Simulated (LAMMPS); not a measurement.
MD of CdSe (zinc blende) at zero pressure, 4096 atoms, as a liquid; each row is its own run.

Level of theory: classical MD, pair style sw, file CdTeZnSeHgS0.sw; code LAMMPS.

```csv
T (K),D(Cd) (cm²/s)
1650,2.08e-5
1880,5.76e-5
1950,7.23e-5
2400,0.000182
```

Q: Fit an Arrhenius law, ln y = a + b / x, to these rows (x is the first column, y the second) and predict the run at x = 2100.

A: Least squares gives a = -3.8046 and b = -11350. The slope times kB gives an activation energy of 0.98 eV. At x = 2100 the fit predicts 0.000100 cm²/s. The run itself gave (1.01 ± 0.02) × 10^-4 cm²/s, so the fit is 0.99 % low, within the run's error.

Caution: the real compound melts congruently only under the pressure of its own vapour and loses its more volatile element when open.

Caution (rows 1650; 1880; 1950): this liquid lies under the melting point of about 2140 K that CdTeZnSeHgS0.sw gives, so it is undercooled.

Errors of D are the spread over four groups of atoms in one short run; a floor of about 5 %, a picked value, is safer.
